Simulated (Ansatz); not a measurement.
An Ansatz (a program for electronic structure) input (PBEsol/PAW in Ansatz, spin-orbit coupling left out):

Ansatz 0.2 input:
```yaml
crystal:
  lattice:
    - [2.1253193364, -5.9477694495, 0]
    - [2.1253193364, 5.9477694495, 0]
    - [0, 0, 4.36112393]
  atoms:
    - { symbol: In, position: [0.3922994318, 0.6077005682, 0.25] }
    - { symbol: In, position: [0.6077005682, 0.3922994318, 0.75] }
    - { symbol: Cl, position: [0.1546440785, 0.8453559215, 0.25] }
    - { symbol: Cl, position: [0.8453559215, 0.1546440785, 0.75] }
basis: { ecutwfc: 420, ecutrho_ratio: 4, xc_grid: 2, fft_grid_basis: typed }
kpoints: { mp_grid: { grid: [8, 8, 8] } }
hamiltonian:
  xc: pbesol
  dispersion: none
  pseudopotentials: { kind: paw }
scf: { occupations: { method: fermi_dirac, width: 0.05 }, convergence: { dr2_threshold: 0.0000000004 } }
output: { forces: true, stress: true }
```

Question: Which symmetry and how many k-points will the program report, and about how many plane waves at Γ?

Answer: Space group Cmcm (ITA 63) with 8 operations, k-points 105 of 512, and 2151 plane waves at Γ.

Stability against distortions was not tested. The base started in Cmc2_1 and relaxed to Cmcm at this level. The cell is InCl (space group Cmcm, No. 63; a cell from a computed database, its experimental status unchecked).
